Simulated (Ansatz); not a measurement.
Response to strain in BN

The parent structure is BN in the wurtzite structure (space group P6_3mc, No. 186).

Space group P6₃mc (No. 186); a = b = 2.5232 Å, c = 4.1751 Å, α = β = 90.00°, γ = 120.00°

| atom | site | symmetry | x | y | z |
|---|---|---|---|---|---|
| B | 2b | 3m. | 0.3333 | 0.6667 | 0.0003 |
| N | 2b | 3m. | 0.3333 | 0.6667 | 0.3747 |

Strains are applied to the cell and any free atomic positions relax.

Computed with Ansatz (a first-principles code) LDA, no spin-orbit coupling.

Notes on the quantities. pressure: mean of the normal stresses, compression positive.

```
change                    shortest interatomic distance   pressure
------------------------  -----------------------------  ---------
base                                            1.548 Å   0.00 GPa
isotropic strain −3.00 %                        1.503 Å  43.35 GPa
isotropic strain −2.40 %                        1.512 Å  33.44 GPa
isotropic strain −1.80 %                        1.521 Å  24.18 GPa
isotropic strain −1.20 %                        1.530 Å  15.54 GPa
isotropic strain −0.60 %                        1.539 Å   7.49 GPa
```

Whether these cells are dynamically stable was not tested.
